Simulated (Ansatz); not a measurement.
System: cubic perovskite KZnF3. Method: revPBE (plane waves, PAW; Ansatz, an electronic-structure program).

Run with plane-wave cutoff 520 eV, 8×8×8 k mesh, Fermi–Dirac smearing 0.01 eV, scalar-relativistic PAW data made under PBE.

Equation-of-state points:

| V (Å³/atom) | E − E_lowest (meV/atom) | P (GPa) |
|---|---|---|
| 13.837 | 11.26 | 4.33 |
| 14.131 | 4.81 | 2.72 |
| 14.425 | 1.16 | 1.28 |
| 14.720 | 0.00 | 0.00 |
| 15.014 | 1.07 | -1.15 |
| 15.309 | 4.14 | -2.17 |
| 15.603 | 8.98 | -3.08 |

Question: Estimate the bulk modulus from the pressures at 14.425 and 15.014 Å³/atom, and compare it with a fit to all energies.

Answer: B = −V dP/dV. Between V = 14.425 and 15.014 Å³/atom, dP/dV = (-1.15 − (1.28))/(15.014 − 14.425) = -4.13 GPa per Å³/atom; at the midpoint 14.720 Å³/atom this gives B ≈ 60.7 GPa. The third-order Birch–Murnaghan fit gives V0 = 14.720 Å³/atom, B0 = 60.6 GPa, B′ = 4.7, which lies within 1 % of that estimate.

Measured, for comparison: bulk modulus 80 GPa (temperature not stated, no zero-point or thermal correction, (C11+2C12)/3; as tabulated in Vaitheeswaran et al. (2016), arXiv:1609.00541); equilibrium volume per atom 13.34 Å³/atom (room temperature, no zero-point or thermal correction; as tabulated in Dubrovin et al. (2021), arXiv:2110.13026). Computed (rounded) less measured: bulk modulus -24 %, equilibrium volume per atom +10.3 %.

Note: the cell is over a tenth larger than the published one: the level's own overestimate first of all, though another phase or state, or a fault of the published cell, is possible.

It cost around 70 core-seconds (rough) of CPU time.
